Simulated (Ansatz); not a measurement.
**Defect calculation: S vacancy in bulk 2H MoS2**

Method: PBE-D3(BJ), PAW (plane waves to 420 eV; Ansatz, a first-principles code). A supercell of 96 sites (4×4×1 repeats of a cell of 6 atoms) was used; the energies come from a 2×2×2 Γ-centred sampling of its zone. Site at the start: the S site. Charged cells carry a point-charge image correction with potential alignment at far atoms. Dielectric constants: PBE linear response of the host. Host gap at this level: 0.77 eV. Finite-size and sampling errors can reach tenths of an eV here. PBE underestimates the host's gap, which shifts levels and can delocalise carriers. Spin–orbit coupling is left out. Each state is the lowest found from its start.

Formation energies E_f are given with the Fermi level at the valence-band maximum. Chemical conditions: Mo-rich (Δμ(S) = -1.53 eV; only phases computed here count, gases as isolated molecules at 0 K); S-rich (Δμ(S) = 0.00 eV; only phases computed here count, gases as isolated molecules at 0 K). Reference phases: S: S8 molecule in a box.

Charges with a result: +2, +1, 0. Others weren't obtained, and one of them could lie lower, also by skipping a charge.

```
charge         moment (μB)  largest move off a lattice site (Å)  image correction with alignment (eV)  E_f, Mo-rich (eV)  E_f, S-rich (eV)
------  ------------------  -----------------------------------  ------------------------------------  -----------------  ----------------
+2†     not spin-polarised                                 0.09                                 -0.03                  –                 –
+1†               quenched                                 0.08                                 -0.07                  –                 –
0†      not spin-polarised                                 0.08                                  0.00               1.65              3.18
```

† Not settled in this cell, so no level is given: charge +2: carriers not clearly localised, level within 0.1 eV of a band edge or past it; charge +1: a level filled in part, carriers not clearly localised, level within 0.1 eV of a band edge or past it; charge 0: no spin-polarised start tried.

Starting moments that weren't kept: charge +1 began with 1 μB and ended with 0.0.

No usable result was obtained for charge −1.

Flagged in the runs: a doubtful potential alignment, a host whose relaxation on this sampling wasn't shown to rest, a strain field that reaches the edge of the cell.

All states together cost roughly 17 core-hours.
